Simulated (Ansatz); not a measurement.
Abridged Ansatz (a program for electronic structure) output:

```
Relaxation: its limit of steps is 60 (relax.max_steps)
Pseudopotential: Sc, paw, valence charge 11
Crystal: 2 atoms, lattice volume = 48.677 Å³
Basis set: ecut = 420 eV, 965 PW (Γ), exchange–correlation on 48×48×72 points (8 copies of the dense FFT grid, shifted against one another)
Bands: 15, of which v1, the nominal top of the filled ones, is band 11 counted from 1 (10 counted from 0)
Symmetry: 24 space group operations
k-points: 150 of 2304
Functional: x = pbe(κ = 0.804, μ = 0.2195149727645171), c = pbe(β = 0.06672455060314922)
SCF iter   1: F=—  HF=-4271.634186 eV  |F-HF|=—  |Δ(HF+E_count)|=         —  Δρ=2.17e-3  dr2=2.20e-3  ethr=1.77e-3  ⟨swp⟩=3.3  Hψ=9426  notcnv=0
SCF iter   2: F=—  HF=-4271.633390 eV  |F-HF|=—  |Δ(HF+E_count)|=   7.96e-4  Δρ=1.33e-3  dr2=9.37e-4  ethr=9.99e-6  ⟨swp⟩=1.0  Hψ=3451  notcnv=0
SCF 1 converged in 6 iterations: F = -4271.633324 eV  dr2 = 1.46e-10
relax step   1: F+E_penalty+E_count = -4271.63332417 eV  Δ(F+E_penalty+E_count) = +0.000e0 eV  max|allowed force component| = 1.156e-16 eV/Å  Δτ_max = 0.0000 Å  P = +0.699 GPa  Ω = 48.677 Å³  (6 SCF iters, dr2 threshold 1.00e-7 eV, accepted)
[... steps on the carried basis left out ...]
relax step   4: F+E_penalty+E_count = -4271.62877948 eV  Δ(F+E_penalty+E_count) = +1.043e-4 eV  max|allowed force component| = 1.018e-16 eV/Å  Δτ_max = 0.0000 Å  P = +1.496 GPa  Ω = 48.011 Å³  stress off target by 1.65e-2 GPa  SCF on the basis re-selected at this cell (its energy is not comparable with the rows above)  (9 SCF iters)
SCF converged after 9 iterations
Free energy (F): -4271.628779 eV
Internal energy: -4271.595996 eV  (E = F + TS)
E sigma→0 (E₀):  -4271.612388 eV
Entropy (-TS):   -0.032783 eV (-16.392 meV/atom)
Fermi energy:    9.559538 eV
--- Forces (eV/Å), atoms counted from 1 ---
  atom   1  Sc    -0.00000000    -0.00000000     0.00000000
  atom   2  Sc     0.00000000     0.00000000    -0.00000000
--- Stress (GPa, compression-positive) ---
        1.501793       0.000000       0.000000
        0.000000       1.501793       0.000000
        0.000000       0.000000       1.483514
  P = ⅓ Tr σ = 1.4957 GPa (14.957 kbar)
--- Relaxed structure (3 steps of the walk, 3 accepted, 1 SCFs on fresh bases) ---
  cell:  # Å, volume = 48.0111 Å³
    - [3.291233524230679, -2.873965529676904e-11, 0.0]
    - [-1.64561676209045, 2.850291841785124, 0.0]
    - [0.0, 0.0, 5.117918208671766]
  atoms:
    - { symbol: Sc, position: [0.3333333333333332, 0.6666666666666666, 0.7500000000000001] }
    - { symbol: Sc, position: [0.6666666666666665, 0.3333333333333333, 0.25] }
```

Task: What was computed, and what are the main results?

Result: Sc, 2 atoms in the cell, with PBE (Ansatz), scalar-relativistic without spin-orbit coupling, from a series relaxed to a target (pressure 1.5 GPa). The last SCF converged to F = -4271.628779 eV, or -2135.8144 eV per atom, at a pressure of 1.50 GPa. The total energy compares only with runs of the same code, potentials and settings.

Load acts through the strain it causes; cell and atoms are relaxed under it. Stability against distortions was not tested. The final runs are not spin-polarised. The cell was made from Sc in the hcp (Mg type) structure (space group P6_3/mmc, No. 194) by this change: pressure 1.5 GPa.

Keys are those of Ansatz 0.2.
